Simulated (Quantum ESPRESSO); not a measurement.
# Several settings converged on ZrOs (Pm-3m, 2 atoms in the cell)

```
ZrOs
1.0
    3.28632     0.00000     0.00000
    0.00000     3.28632     0.00000
    0.00000     0.00000     3.28632
Zr Os
1 1
Direct
  0.50000   0.50000   0.50000
  0.00000   0.00000   0.00000
```

Base method: LDA (PZ), GBRV 1.5 ultrasoft (LDA) pseudopotentials (plane waves; Quantum ESPRESSO).

Base settings: ecutwfc = 40 Ry; ecutrho = 320 Ry; occupations = smearing; smearing = gauss; degauss = 0.0073499 Ry; potentials = {Zr: zr_lda_v1.uspp.F.UPF, Os: os_lda_v1.2.uspp.F.UPF}; K_POINTS = automatic 8 8 8 0 0 0; conv_thr = 1e-11 Ry.

Core times come from one kind of shared machine, to one figure; runs under 30 s give none.

**Zone-centre phonons against the cutoff**

In this ladder: ph.x.tr2_ph = 1e-14; ph.x.fildyn = dyn.G; dynmat.x.fildyn = dyn.G; dynmat.x.asr = crystal. Moved along: ecutrho.

The mesh stays at the base's, so the ladder's end is converged at best in this setting alone.

Frequencies are those of the unrelaxed cell, without the LO-TO term of polar crystals.

Only quantities that move along the ladder and can be compared are tabulated.

| ecutwfc | highest zone-centre frequency (cm⁻¹) |
|---|---|
| 20 Ry | 175.5 |
| 24 Ry | 164.5 |
| 28 Ry | 167.8 |
| 40 Ry | 167.3 |
| 60 Ry | 167.4 |

Coarsest ecutwfc that holds the highest zone-centre frequency within 1 cm⁻¹ of the last step, with all finer ones: 28 Ry; the step before is off by 3.0 cm⁻¹.

**Zone-centre phonons against the mesh**

In this ladder: ph.x.tr2_ph = 1e-14; ph.x.fildyn = dyn.G; dynmat.x.fildyn = dyn.G; dynmat.x.asr = crystal.

Frequencies are those of the unrelaxed cell, without the LO-TO term of polar crystals.

Only quantities that move along the ladder and can be compared are tabulated.

| K_POINTS | highest zone-centre frequency (cm⁻¹) | core time / last (rough) |
|---|---|---|
| automatic 3 3 3 0 0 0 | 71.1 | 0.1 |
| automatic 5 5 5 0 0 0 | 156.7 | 0.2 |
| automatic 12 12 12 0 0 0 | 164.6 | 1 |
| automatic 15 15 15 0 0 0 | 164.8 | 1 |

Coarsest K_POINTS that holds the highest zone-centre frequency within 10 cm⁻¹ of the last step, with all finer ones: automatic 5 5 5 0 0 0, at about 0.2 of the last step's time; the step before is off by 94 cm⁻¹.

**Zone-centre phonons against the SCF threshold**

In this ladder: ph.x.tr2_ph = 1e-14; ph.x.fildyn = dyn.G; dynmat.x.fildyn = dyn.G; dynmat.x.asr = crystal.

The mesh stays at the base's, so the ladder's end is converged at best in this setting alone.

Frequencies are those of the unrelaxed cell, without the LO-TO term of polar crystals.

Only quantities that move along the ladder and can be compared are tabulated.

| conv_thr | highest zone-centre frequency (cm⁻¹) | core time / last (rough) |
|---|---|---|
| 7.3e-05 Ry | 174.0 | 0.6 |
| 7.3e-07 Ry | 167.3 | 0.9 |
| 7.3e-09 Ry | 167.3 | 1 |
| 7.3e-13 Ry | 167.3 | 1 |

Coarsest conv_thr that holds the highest zone-centre frequency within 5 cm⁻¹ of the last step, with all finer ones: 7.3e-07 Ry; the step before is off by 6.6 cm⁻¹.

On the base run: the starting cell comes from a database of computed structures (which also holds hypothetical and non-ambient phases and stackings), without a prior relaxation at this level. Its lattice was rescaled by up to half a per cent. Spin polarisation is off. In the base run, with a pressure of about -12 GPa the cell is away from its equilibrium volume at this level.
